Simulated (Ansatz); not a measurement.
A (7,0) SiC nanotube has 28 atoms in a period of 5.336 Å, a mean diameter of 7.00 Å, and lies 128 meV/atom over the flat sheet relaxed at the same level.

Level of theory: PBE (plane waves to 420 eV, PAW; Ansatz, a first-principles code). Mesh 1×1×6. No spin polarisation. One-dimensional cell, images about 11 Å apart. A hypothetical model, rolled from the flat sheet. Symmetry and one short period hold its shape; lower forms weren't sought.

### Question
Which bending rigidity of the sheet does this imply in the thin-plate picture?

### Answer
A plate bent to radius R stores D/(2R²) an area. The area an atom is π × 7.00 × 5.336/28 = 4.19 Å², so the stored energy is 0.128/4.19 = 0.0305 eV/Å². With R = 3.500 Å, D = 2R² × 0.0305 = 0.75 eV.
